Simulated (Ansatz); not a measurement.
## Effect of pressure −2 GPa on TiN

The parent structure is TiN in the rock salt structure (space group Fm-3m, No. 225; a = 4.2040 Å).

Now apply this change: hydrostatic tension (pressure −2 GPa).

The values are results of PBEsol in Ansatz (plane waves to 420 eV, PAW, no spin-orbit coupling), not measurements. Γ-centred 19×19×19 mesh, Fermi–Dirac width 0.05 eV.

- Volume per atom = 9.35 Å³ (base 9.29 Å³)
- Density = 5.49 g/cm³ (base 5.53 g/cm³)
- Shortest interatomic distance = 2.107 Å (base 2.102 Å)
- Enthalpy H = E + PV relative to the base's energy = -0.12 eV/atom
- Band gap = zero (base zero)

Final structure:

```
CELL_PARAMETERS angstrom
      0.00000     2.10670     2.10670
      2.10670     0.00000     2.10670
      2.10670     2.10670     0.00000
ATOMIC_POSITIONS crystal
  Ti 0.00000 0.00000 0.00000
  N  0.50000 0.50000 0.50000
```

Load acts through the strain it causes; cell and atoms are relaxed under it. Whether these cells are dynamically stable was not tested. The base started in Pnma and relaxed to Fm-3m at this level. The final runs are not spin-polarised. An odd electron count without spin: TiN.

Ansatz is a quantum-chemistry and plane-wave program.
